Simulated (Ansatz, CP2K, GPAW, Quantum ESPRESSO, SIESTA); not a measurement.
MgCd2 (Cmcm, 6 atoms in the cell) computed with different codes at matched settings

Self-consistent single point, at a second geometry (lattice scaled by 0.98). First geometry:

```yaml
crystal:
  lattice:
    - [1.56280, -8.06959, 0.00000]
    - [1.56280, 8.06959, 0.00000]
    - [0.00000, 0.00000, 5.03348]
  atoms:
    - { symbol: Mg, position: [0.44244, 0.55756, 0.25000] }
    - { symbol: Mg, position: [0.55756, 0.44244, 0.75000] }
    - { symbol: Cd, position: [0.10823, 0.89177, 0.25000] }
    - { symbol: Cd, position: [0.89177, 0.10823, 0.75000] }
    - { symbol: Cd, position: [0.77903, 0.22097, 0.25000] }
    - { symbol: Cd, position: [0.22097, 0.77903, 0.75000] }
```

Shared settings, as Ansatz (an electronic-structure program) writes them: kpoints.mp_grid.grid = 5 5 3; scf.occupations.method = gaussian; scf.occupations.width = 0.05 eV. Potentials and cutoffs stand in the table.

```csv
code,model,ΔF from the first geometry (meV/atom),pressure (GPa),largest force (eV/Å),cutoff
Quantum ESPRESSO,"PBEsol, GBRV 1.5 ultrasoft (PBESOL) pseudopotentials",3.6,1.89,0.075,40 Ry
Ansatz,"PBEsol, PAW files made with PBE",2.4,2.03,0.080,420 eV
SIESTA,"GGA PBEsol, numerical atomic orbitals TZP, PseudoDojo PBEsol standard norm-conserving potentials (rewritten from UPF to PSML)",-21.0,-0.28,0.360,grid 400 Ry
CP2K,"PBEsol, GPW, DZVP-MOLOPT-SR-GTH basis, GTH-PBE potentials (GTH_POTENTIALS)",15.2,3.96,0.882,grid 1000 Ry
GPAW,"PBEsol, GPAW PAW datasets PBEsol (made by gpaw-setup)",-0.3,1.71,0.088,850 eV
```

Size of the force on each atom (eV/Å): Sizes of forces hide their directions.

```
code                Mg1    Mg2    Cd3    Cd4    Cd5    Cd6
----------------  -----  -----  -----  -----  -----  -----
Quantum ESPRESSO  0.075  0.075  0.013  0.013  0.068  0.068
Ansatz            0.078  0.078  0.032  0.032  0.080  0.080
SIESTA            0.017  0.017  0.360  0.360  0.331  0.331
CP2K              0.882  0.882  0.077  0.077  0.135  0.135
GPAW              0.082  0.082  0.048  0.048  0.088  0.088
```

The spread over the programs that give each value: ΔF from the first geometry within 36.2 meV/atom; pressure within 4.24 GPa; largest force within 0.807 eV/Å.

SIESTA and CP2K use small atom-centred bases, whose incompleteness enters pressures, forces and empty levels differently from a plane-wave cutoff. Ansatz's pressure is given at a fixed set of plane waves, as the other plane-wave codes print theirs. In the pressure, SIESTA (by 2.17) and CP2K (by 2.07) lie more than 1 GPa from the median of the plane-wave programs. In the force vectors, SIESTA (by 0.328) and CP2K (by 0.960) lie more than 0.08 eV/Å from the median of the plane-wave programs.

The shared mesh is coarse (it stands for a supercell whose shortest vector is 15 Å), so the values are not converged in it.

The starting cell comes from a database of computed structures (which also holds hypothetical and non-ambient phases and stackings), without a prior relaxation at this level. For this run, on top of that: lattice scaled by 0.98.

Left out of this page: Elk (not drawn, or without a comparable value); FLEUR (with a known weakness of the program).

Keys are those of Ansatz 0.2.
